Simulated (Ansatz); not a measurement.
A computed series for GaSb: response to strain

The parent structure is GaSb in the zinc blende structure (space group F-43m, No. 216).

```cif
data_GaSb
_chemical_formula_sum 'Ga1 Sb1'
_space_group_name_H-M_alt 'P 1'
_space_group_IT_number 1
_cell_length_a 4.32146
_cell_length_b 4.32146
_cell_length_c 4.32146
_cell_angle_alpha 60.000
_cell_angle_beta 60.000
_cell_angle_gamma 60.000
loop_
_space_group_symop_operation_xyz
  'x, y, z'
loop_
_atom_site_label
_atom_site_type_symbol
_atom_site_fract_x
_atom_site_fract_y
_atom_site_fract_z
_atom_site_occupancy
Ga1 Ga 0.00000 0.00000 0.00000 1
Sb1 Sb 0.25000 0.25000 0.25000 1
```

Strains are applied to the cell and any free atomic positions relax.

Calculations: Ansatz (a program for electronic structure) PBEsol, spin-orbit coupling left out.

### Question
Only one of these has a band gap. Which?
A. isotropic strain +3.00 %
B. isotropic strain −0.50 %
C. isotropic strain +0.50 %

### Answer
B, isotropic strain −0.50 %. Computed: isotropic strain −0.50 %: 0.11 eV; isotropic strain +0.50 %: zero; isotropic strain +3.00 %: zero

Spin-orbit coupling, missing from the scalar runs, can matter with Sb. No phonon test of stability was made. All final runs are without spin polarisation. A zero or small gap of GaSb can be the functional's error rather than a property of the material.
